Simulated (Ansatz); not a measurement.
Consider interstitial Ca in silicon, charge state +2. These are PBE, PAW (plane waves to 420 eV; Ansatz, a first-principles code) values and carry that method's errors.

Settings: 64 host sites, the relaxed PBE lattice, a 2×2×2 k-point mesh shifted by half a step, smearing 0.01 eV, spin-restricted, no image-charge correction. Energies are static. The charge state is imposed; whether it is stable for some Fermi level was not computed. Sites that were not tried may lie lower.

Barriers: single points on a 3×3×3 k-point mesh shifted by half a step at the bands' geometries.

Relaxed starting cell (atoms counted from 1):

```
CELL_PARAMETERS angstrom
     10.94000     0.00000     0.00000
      0.00000    10.94000     0.00000
      0.00000     0.00000    10.94000
ATOMIC_POSITIONS crystal
  Si 0.99991 0.99975 0.25906
  Si 0.99998 0.99972 0.74140
  Si 0.99985 0.49984 0.25078
  Si 0.99990 0.49974 0.74983
  Si 0.49997 0.99987 0.25081
  Si 0.49986 0.99967 0.74980
  Si 0.49990 0.49971 0.25112
  Si 0.49995 0.49973 0.74949
  Si 0.12671 0.37698 0.12711
  Si 0.12368 0.37686 0.62309
  Si 0.13611 0.86352 0.13643
  Si 0.12677 0.87295 0.62308
  Si 0.62267 0.37688 0.12421
  Si 0.62496 0.37476 0.62527
  Si 0.62282 0.87305 0.12704
  Si 0.62265 0.87580 0.62304
  Si 0.99995 0.25867 0.00036
  Si 0.99973 0.25026 0.50026
  Si 0.99986 0.74104 0.00033
  Si 0.99993 0.74920 0.50022
  Si 0.49974 0.25030 0.00034
  Si 0.49996 0.25040 0.50029
  Si 0.49999 0.74914 0.00023
  Si 0.49981 0.74894 0.50026
  Si 0.12661 0.12657 0.37746
  Si 0.13618 0.13602 0.86396
  Si 0.12390 0.62267 0.37728
  Si 0.12665 0.62266 0.87355
  Si 0.62285 0.12381 0.37728
  Si 0.62270 0.12661 0.87355
  Si 0.62495 0.62478 0.37531
  Si 0.62281 0.62265 0.87615
  Si 0.25863 0.99968 0.00017
  Si 0.25056 0.99979 0.50030
  Si 0.25055 0.49980 0.00028
  Si 0.25038 0.49969 0.50025
  Si 0.74109 0.99981 0.00021
  Si 0.74920 0.99977 0.50019
  Si 0.74916 0.49979 0.00032
  Si 0.74936 0.49980 0.50032
  Si 0.37485 0.37472 0.37543
  Si 0.37705 0.37688 0.87619
  Si 0.37712 0.87583 0.37735
  Si 0.37704 0.87287 0.87357
  Si 0.87593 0.37685 0.37726
  Si 0.87307 0.37693 0.87366
  Si 0.87314 0.87307 0.37745
  Si 0.86373 0.86347 0.86396
  Si 0.25023 0.24996 0.25053
  Si 0.25808 0.25827 0.74189
  Si 0.25821 0.74154 0.25864
  Si 0.25028 0.74936 0.74993
  Si 0.74154 0.25819 0.25852
  Si 0.74975 0.24995 0.74998
  Si 0.74978 0.74947 0.25050
  Si 0.74149 0.74156 0.74187
  Si 0.37697 0.12635 0.12699
  Si 0.37699 0.12385 0.62332
  Si 0.37704 0.62270 0.12437
  Si 0.37486 0.62452 0.62516
  Si 0.86357 0.13602 0.13657
  Si 0.87308 0.12631 0.62306
  Si 0.87311 0.62256 0.12690
  Si 0.87601 0.62276 0.62330
  Ca 0.99980 0.99996 0.00024
```
Cell charge +2.

End state 1 differs by these moves (Å; atoms that move under 0.08 Å are left out):

| atom | element | Δx | Δy | Δz |
|---|---|---|---|---|
| 2 | Si | 0.13 | -0.13 | -0.02 |
| 9 | Si | 0.08 | 0.06 | 0.08 |
| 11 | Si | -0.11 | 0.11 | -0.12 |
| 12 | Si | 0.08 | -0.08 | -0.06 |
| 14 | Si | -0.08 | 0.08 | -0.09 |
| 15 | Si | -0.06 | -0.08 | 0.08 |
| 17 | Si | 0.13 | 0.02 | 0.13 |
| 26 | Si | -0.02 | -0.13 | 0.13 |
| 37 | Si | -0.02 | -0.13 | 0.13 |
| 48 | Si | 0.13 | 0.02 | 0.13 |
| 50 | Si | -0.06 | -0.08 | 0.08 |
| 51 | Si | -0.09 | 0.08 | -0.09 |
| 53 | Si | 0.08 | -0.08 | -0.06 |
| 54 | Si | -0.12 | 0.11 | -0.12 |
| 56 | Si | 0.08 | 0.06 | 0.08 |
| 61 | Si | 0.13 | -0.13 | -0.02 |
| 65 | Ca | -1.36 | 1.36 | -1.36 |

**Question.** What is the computed forward and backward barriers to end state 1 (PBE, PAW)?

**Answer.** forward 1.54 eV, backward 1.54 eV; at the saddle point atom 65 has neighbours 6 Si at 2.57 Å. The saddle point's order was not checked, and it lies on a symmetry element of the cell, where a band can be held.
